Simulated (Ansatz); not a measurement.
MgSe: isotropic strain +1.80 %

Consider MgSe in the rock salt structure (space group Fm-3m, No. 225; a = 5.4722 Å).

It is then changed as follows: the cell is scaled by 1.0180 in all directions; the atoms relax in the strained cell.

Level of theory: plane-wave PAW DFT at the r2SCAN level (Ansatz, an electronic-structure program, 500 eV), no spin-orbit coupling. Γ-centred 10×10×10 mesh, Fermi–Dirac width 0.05 eV.

```csv
quantity,base,changed,shift
volume per atom,20.48 Å³,21.61 Å³,+1.13 Å³
space group,Fm-3m (No. 225),Fm-3m (No. 225),–
shortest interatomic distance,2.736 Å,2.785 Å,+0.049 Å
energy relative to the base (free energy F),0 meV/atom,+12 meV/atom,+12 meV/atom
pressure,0.0 kbar,-31.8 kbar,-31.8 kbar
band gap,2.48 eV,2.38 eV,-0.10 eV
gap character,"indirect, Γ → X","indirect, Γ → X",–
smallest direct gap,3.44 eV,3.07 eV,-0.37 eV
mean gap deformation potential ΔEg/Δln V,–,-1.8 eV,–
width of the top valence band,2.47 eV,2.32 eV,-0.156 eV
electron mass,"0.48 mₑ along k, 0.25 mₑ across (at X)","0.48 mₑ along k, 0.25 mₑ across (at X)",–
"hole mass (degenerate bands, along [100])","0.20, 0.79, 0.79 mₑ (at Γ)","0.19, 0.84, 0.84 mₑ (at Γ)",–
"valley order (the lowest conduction-band minima on the path, energy above the VBM, named in the base's zone)",X along ⟨100⟩ 2.48 eV; Γ 3.44 eV,X along ⟨100⟩ 2.38 eV; Γ 3.07 eV,–
```

Effective masses come from finite differences of ±0.01 Å⁻¹. Along k means along the line from Γ to the band edge. No phonon test of stability was made.
